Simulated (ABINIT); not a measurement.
**Equation of state of rock-salt MgSe (space group 225): energy against volume (ABINIT, LDA)**

```
CELL_PARAMETERS angstrom
      0.00000     2.62382     2.62382
      2.62382     0.00000     2.62382
      2.62382     2.62382     0.00000
ATOMIC_POSITIONS crystal
  Mg 0.00000 0.00000 0.00000
  Se 0.50000 0.50000 0.50000
```

Computed with LDA (PW92), norm-conserving pseudopotentials (PseudoDojo nc-sr-04 LDA standard) (plane waves; ABINIT). Settings: pseudos = [Mg.upf, Se.upf]; ecut = 56 Ha; occopt = 3; tsmear = 0.01 eV; ngkpt = 11 11 11; nshiftk = 1; shiftk = 0 0 0; potentials = PseudoDojo nc-sr-04 LDA standard; nband = 18; kptopt = 1; nstep = 80; tolvrs = 1e-11. The cell above is the first row's. The rows scale it uniformly. In all rows fractional positions and the k mesh are held. E is the free energy at the stated smearing, counted from the lowest row.

| V (Å^3/atom) | E (meV/atom) |
|---|---|
| 18.064 | 30.58 |
| 18.456 | 16.47 |
| 18.849 | 6.96 |
| 19.242 | 1.61 |
| 19.634 | 0.00 |
| 20.027 | 1.77 |
| 20.420 | 6.58 |
| 20.812 | 14.15 |
| 21.205 | ? |

The 8 complete rows are fitted with the third-order Birch-Murnaghan form, a cubic in V^(-2/3), E against V. With u = V^(-2/3) - 0.138, the rows have u = 0.007253, 0.005189, 0.003191, 0.001262, -0.000598, -0.002401, -0.004147, -0.005833. Least squares gives E = 0.134 + 527.95·u + 503884·u² + 274469·u³. Residuals (row less fit): 0.005, -0.009, 0.002, 0.007, 0.002, 0.003, -0.011, 0.006; standard error 0.009 (degrees of freedom: 4). Its minimum lies at u = -0.000524, so V0 = (0.137476)^(-3/2) = 19.62. There d²E/du² = 1007000 and d³E/du³ = 1647000, so B0 = (4/9) × 19.62^(-7/3) × 1007000 × 0.160218 = 69.1 GPa (the last factor turns the table's units into GPa), and B0' = 4 + (2/3) × 0.137476 × (1647000)/1007000 = 4.1. The program's pressures in the fitted runs (not shown) pass through zero at V = 19.62, 0.01 % from this V0.

Task: Estimate the missing E (V = 21.205); what did the run itself give?

Result: u = -0.007471, so E = 0.134 + 527.95 × (-0.007471) + 503884 × (-0.007471)² + 274469 × (-0.007471)³ = 24.200 meV/atom. The calculation gives 24.19 meV/atom, 0.010 meV/atom below the prediction (under 0.05 % of the range of E in the table). The row lies outside the fitted rows, so this is an extrapolation. From the scatter of the fitted rows alone, a prediction at this place has a standard error of 0.021 meV/atom, so the miss is 0.5 times that.

Carrying the step between the two nearest rows on in a straight line would have given 21.74, off by 2.45; series whose last step already gives the withheld value aren't shown. The scan was laid around a cell of about the measured size, scaled by a guess for this functional. This is one of several polymorphs. The runs keep the symmetry of the cell, so they don't test it for distortions. Cutoffs and mesh are single choices, not tested for convergence of this quantity. Series with a scatter that would blur these digits, or in which a gap closes, are not shown. Nor are scans whose minimum lies at an end fitted in this form.
